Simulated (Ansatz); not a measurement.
Take SnSe in the GeS type structure (space group Pnma, No. 62; a = 11.5358 Å, b = 4.1209 Å, c = 4.5782 Å; layered, stacked along the Cartesian x axis) as the base.

Levels (all Ansatz, a quantum-chemistry and plane-wave program, PAW): r2SCAN+rVV10 (500 eV, without spin-orbit coupling); HSE06 (420 eV, spin-orbit coupling left out).

Its gap is 0.89 eV with r2SCAN+rVV10 and 1.05 eV with HSE06.

The change: a free-standing slab of 2 layers (8 atoms, 4 a layer) is cut normal to the stacking axis, with 15 Å of vacuum and the in-plane cell relaxed.

With r2SCAN+rVV10 the gap becomes 1.16 eV.

### Question
If the HSE06 correction stayed the same, what would the HSE06 gap be, and what does the HSE06 run give?

### Answer
A rigid correction of +0.16 eV gives 1.32 eV. The HSE06 run gives 1.37 eV, so the correction itself changes by +0.05 eV.

Single points use the geometry relaxed with r2SCAN+rVV10. HSE06 was sampled on its mesh, a few special points and the semilocal edge points, so its gap is an upper bound. No phonon test of stability was made.
